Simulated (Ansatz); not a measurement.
Base system: BeSe in the zinc blende structure (space group F-43m, No. 216; a = 5.1777 Å).

All numbers come from PBE, PAW, 420 eV (Ansatz, a quantum-chemistry and plane-wave program; no SOC).

One change was made to it. Results:

The smallest direct gap grows by 0.42 eV, from 4.22 eV to 4.64 eV; the lattice parameter a drops by 0.6975 Å to 4.480 Å.

Q: Which of these changes matches the shifts?
A) pressure 15 GPa
B) pressure 3 GPa
C) pressure 7 GPa
D) pressure 75 GPa
E) pressure −1 GPa

A: D, pressure 75 GPa. For comparison, the smallest direct gap in the other runs: pressure 15 GPa gives 4.96 eV; pressure 3 GPa gives 4.50 eV; pressure 7 GPa gives 4.83 eV; pressure −1 GPa gives 4.12 eV.

Load acts through the strain it causes; cell and atoms are relaxed under it. Stability against distortions was not tested. No other phases were tried under pressure.
